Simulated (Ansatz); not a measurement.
The starting structures come from a database of crystals and need not be the phases stable at ambient conditions.

Inside the gap of an insulator the Bloch states are evanescent, with a wavenumber k + iκ along the transport direction.

Input:

```
Pb2F2O
1.0
    5.77275     0.00000     0.00000
    0.00000    11.65571     0.00000
    0.00000     5.82785     5.82785
Pb O F
8 4 8
Direct
  0.80776   0.77601   0.72399
  0.30776   0.00000   0.72399
  0.80776   0.22399   0.27601
  0.30776   0.00000   0.27601
  0.69224   0.27601   0.72399
  0.19224   0.50000   0.27601
  0.69224   0.72399   0.27601
  0.19224   0.50000   0.72399
  0.08529   0.00000   0.50000
  0.58529   0.00000   0.50000
  0.41471   0.50000   0.50000
  0.91471   0.50000   0.50000
  0.50000   0.28898   0.00000
  0.00000   0.78898   0.42204
  0.50000   0.71102   0.00000
  0.00000   0.21102   0.57796
  0.00000   0.21102   0.00000
  0.50000   0.71102   0.57796
  0.00000   0.78898   0.00000
  0.50000   0.28898   0.42204
```

Space group of this cell: P4_2/nmc. The cell was relaxed by PBE-D3(BJ); by PBEsol its mean pressure is -2.0 GPa.

Transport runs along the normal of the first two printed cell vectors, the (110) plane of the conventional cell.

The gap is the functional's own. No spin-orbit coupling. Mid-gap values are interpolated on the energy grid.

Task: Predict the band gap and the smallest decay constant κ at mid-gap from PBEsol in Ansatz (a first-principles code).

Result: Gap 2.78 eV on a 6×6×6 mesh; κ = 0.305 1/Å, at the zone centre.
